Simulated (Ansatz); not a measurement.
# AlN: response to strain

Base system: AlN in the wurtzite structure (space group P6_3mc, No. 186; a = 3.1138 Å, c = 4.9836 Å). Axes: x lies along a and z along c of the hexagonal cell.

Strains are applied to the cell and any free atomic positions relax; under biaxial strain the out-of-plane vector relaxes too.

Levels (all Ansatz, a quantum-chemistry and plane-wave program, PAW): PBEsol (420 eV, scalar-relativistic without spin-orbit coupling); r2SCAN (500 eV, no spin-orbit coupling); HSE06 (420 eV, without spin-orbit coupling).

Band gaps by level, all at the geometries relaxed with PBEsol:

| case | PBEsol | r2SCAN | HSE06 |
|---|---|---|---|
| base | 4.09 eV | 4.82 eV | 5.54 eV |
| biaxial strain −2.49 %, plane normal [001], relaxed out of plane | 4.46 eV | 5.21 eV | 5.95 eV |
| biaxial strain −2.28 %, plane normal [001], relaxed out of plane | 4.45 eV | 5.20 eV | 5.94 eV |
| isotropic strain −2.01 % | 4.63 eV | 5.38 eV | 6.12 eV |
| strain tensor (xx, yy, zz, yz, xz, xy) = (+2.47, −0.08, −0.04, +0.50, +0.34, +0.81) % | 3.82 eV | 4.53 eV | 5.24 eV |

Single points use the geometry relaxed with PBEsol. Whether these cells are dynamically stable was not tested.
